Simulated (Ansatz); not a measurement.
The starting structures come from a database of crystals and need not be the phases stable at ambient conditions.

**Evanescent states of KLiBeF$_{4}$ (P6_3, not sure to be the ambient phase, 14 atoms a cell, 13.3 Å³ an atom) along the normal of (111)**

These are r2SCAN (plane waves, PAW; Ansatz, an electronic-structure program) values and carry that method's errors.

No gap correction and no spin-orbit coupling; mid-gap values are interpolated between computed energies.

Energies count from the valence-band top; κ is the least over a 4×4 mesh across the current.

```
E (eV)  κ (1/Å)  where
------  -------  -----
0.17      0.365  off Γ
0.53      0.473      Γ
0.88      0.529      Γ
1.23      0.569      Γ
1.57      0.598      Γ
1.93      0.619      Γ
2.27      0.634      Γ
2.62      0.642      Γ
2.98      0.646      Γ
3.33      0.645      Γ
3.67      0.640      Γ
4.03      0.631      Γ
4.38      0.618      Γ
4.72      0.600      Γ
5.08      0.579      Γ
5.42      0.553      Γ
5.78      0.522      Γ
6.12      0.485      Γ
6.47      0.441      Γ
6.83      0.387      Γ
7.17      0.318      Γ
7.53      0.219      Γ
```

How thick must the barrier be to attenuate the transmission by 10^8 when the electrodes' Fermi level lies at 2.62 eV, and what attenuation does that film give at 6.12 eV?

d = 8 ln 10 / (2 × 0.642) = 14.3 Å. At 6.12 eV it gives 8 × 0.485/0.642 = 6.0 decades.
